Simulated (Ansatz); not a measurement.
GeSe (model structure, started from the h-BN type, P6₃/mmc, No. 194, 4 atoms in the cell): properties by level of theory

| level (code) | equilibrium lattice constant a (Å) | lattice parameter c (Å) |
|---|---|---|
| PBE (Ansatz) | 4.771 | 5.730 |
| PBEsol (Ansatz) | 4.693 | 5.624 |
| PBE-D3(BJ) (Ansatz) | 4.771 | 5.791 |

Caveats: a distance lies near a switch of the dispersion term, which can move the cell (PBE-D3(BJ)). Ansatz's density-functional and Hartree–Fock values are scalar-relativistic unless marked +SOC, with PAW data made under PBE.

Computed values are for the static lattice.

A model structure was made by putting elements into a prototype or built by hand; it is no filed structure, need not be a known phase, and can be a saddle point held by its symmetry.

Ansatz is a first-principles code.
